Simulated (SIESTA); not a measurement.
Band structure of LiCd3 (P6_3/mmc, 8 atoms in the cell).

```
LiCd3
1.0
    6.11013     0.00000     0.00000
   -3.05506     5.29153     0.00000
    0.00000     0.00000     4.84924
Li Cd
2 6
Direct
  0.66667   0.33333   0.25000
  0.33333   0.66667   0.75000
  0.83012   0.16988   0.75000
  0.16988   0.83012   0.25000
  0.66024   0.83012   0.25000
  0.33976   0.16988   0.75000
  0.83012   0.66024   0.75000
  0.16988   0.33976   0.25000
```

Method: GGA PBEsol, numerical atomic orbitals DZP, PseudoDojo PBEsol standard norm-conserving potentials (rewritten from UPF to PSML) in SIESTA.

Settings: XC.functional = GGA; XC.authors = PBEsol; potentials = PseudoDojo PBEsol standard; PAO.BasisSize = DZP; PAO.EnergyShift = 0.01 Ry; MeshCutoff = 300 Ry; kgrid.MonkhorstPack = 4 4 5; OccupationFunction = FD; ElectronicTemperature = 0.136 eV; PAO.Polarization.NonPerturbative = true; MaxSCFIterations = 150; SCF.Mixer.Method = Broyden; SCF.Mixer.Weight = 0.25; SCF.Mixer.History = 6.

The starting cell comes from a database of computed structures (which also holds hypothetical and non-ambient phases and stackings), without a prior relaxation at this level. Values carry the incompleteness of an atom-centred basis.

Levels in eV from the Fermi level, bands 60 to 65:
```
point     60     61     62     63     64    65
-----  -----  -----  -----  -----  -----  ----
Γ      -2.22  -2.22  -2.13  -1.75  -1.68  1.30
M      -3.42   0.05   0.46   0.81   1.48  2.09
K      -0.36  -0.36   0.20   0.51   1.01  1.01
A      -1.24  -1.11  -1.11  -1.11  -1.11  0.21
L      -4.57  -1.99  -1.99  -1.19  -1.19  3.94
H      -4.57  -3.42  -3.42   0.97   0.97  2.15
```

Bands cross the Fermi level along this path, so the cell is metallic at this level.

Higher empty bands are left out: an atom-centred basis made for the valence describes them poorly.
